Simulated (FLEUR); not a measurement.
FLEUR run on ZnP (P6_3mc, 4 atoms in the cell): self-consistent single point.

Computed with LDA (Perdew-Zunger), all-electron FLAPW (FLEUR), scalar-relativistic valence run with FLEUR.

```
CELL_PARAMETERS angstrom
      3.63466     0.00000     0.00000
     -1.81733     3.14771     0.00000
      0.00000     0.00000     6.91407
ATOMIC_POSITIONS crystal
  Zn 0.33333 0.66667 0.35584
  Zn 0.66667 0.33333 0.85584
  P  0.33333 0.66667 0.01916
  P  0.66667 0.33333 0.51916
```

Reference input (self-consistent single point, DFT, PBEsol, all-electron FLAPW (FLEUR), scalar-relativistic valence): Kmax = 4 1/bohr; GmaxXC = 16 1/bohr; xcFunctional = PBEs; jspins = 1; l_soc = F; mode = gauss; fermiSmearingEnergy = 0.00734986 Htr; mesh (inpgen div1-3) = 10 10 5; inpgen gamma flag = true; Gmax = 16 1/bohr; numbands = 0; maxIterBroyd = 25. This run's input differs from it in these lines:

```diff
@@ -16,3 +16,3 @@
 &comp jspins=1 /
-&exco xctyp='PBEs' /
+&exco xctyp='pz' /
 &kpt div1=10 div2=10 div3=5 gamma=t /
@@ -29,3 +29,3 @@
       <coreElectrons ctail="T" frcor="F" kcrel="0" coretail_lmax="0"/>
-      <xcFunctional name="PBEs" relativisticCorrections="F"/>
+      <xcFunctional name="pz" relativisticCorrections="F"/>
       <magnetism jspins="1"/>
```

Output (repeated stretches shortened):

```
 Iteration:     1   Distance:      11.01492718 me/bohr^3
 Iteration:     2   Distance:       8.97760441 me/bohr^3
 Iteration:     3   Distance:       5.12562212 me/bohr^3
 Iteration:     4   Distance:       4.72530346 me/bohr^3
 Iteration:     5   Distance:       1.37754423 me/bohr^3
   [... 7 lines left out ...]
 Iteration:    13   Distance:       0.00012585 me/bohr^3
 Iteration:    14   Distance:       0.00011681 me/bohr^3
 Iteration:    15   Distance:       0.00002572 me/bohr^3
 Iteration:    16   Distance:       0.00000336 me/bohr^3
 Reset of history
 Run finished successfully
 Stop message:
   Structural relaxation: new displacements generated

[file out, last iteration]
             iter=     17
[...]
          total density-effective poten   -6.7691426203E+03
          total charge density-energy d   -1.8193683013E+02
 Updated energy parameters for spin:           1
[...]
 fermi energy and band-weighting factors:
    0.448216    0.509897    0.526795

[...]
FERMIE:
          first approx. to ef    (T=0)  :   0.157103 htr   (energy of the highest occ. eigenvalue)
          number of occ. states  (T=0)  :        698
          first approx. to seigv (T=0)  :  -1.734086 htr
          sum of weights of occ. states :  17.004000
          sum of semicore charge        :   0.000000 e
          fermi energy=   0.15921 har   work function=  -4.33242 ev
   [... lines left out ...]
          total moment                 =     0.00000
 Direct bandgap for spin            1 :    1.2672316050468535E-002  Htr
 ---->    free energy=                     -4268.8955947526 htr
   [... lines left out ...]
      extrapolation for T->0
 ---->    total electron energy=           -4268.8955947526 htr
 ***** TOTAL FORCES ON ATOMS *****
 TOTAL FORCE FOR ATOM TYPE=  1  X=  3.434   Y= -1.983   Z=  4.649
                       FX_TOT= 0.000000 FY_TOT= 0.000000 FZ_TOT= 0.000590
 TOTAL FORCE FOR ATOM TYPE=  2  X=  3.434   Y= -1.983   Z=  0.250
                       FX_TOT= 0.000000 FY_TOT= 0.000000 FZ_TOT=-0.000566
```

The run converged in 16 iterations. FLEUR gives forces in its relaxation mode, with a further iteration, so its stop message speaks of a relaxation. Against the reference run the largest force goes from 0.015 to 0.030 eV/Å.

The starting cell comes from a database of computed structures (which also holds hypothetical and non-ambient phases and stackings), without a prior relaxation at this level. Values depend on the basis (sphere radii, cutoffs, local orbitals), which need not be converged. No gap is read from this output. The log's line on a gap gives a spacing of levels on this mesh, which the program prints for metals too.

Cost on one core of a shared machine: roughly 4 min.
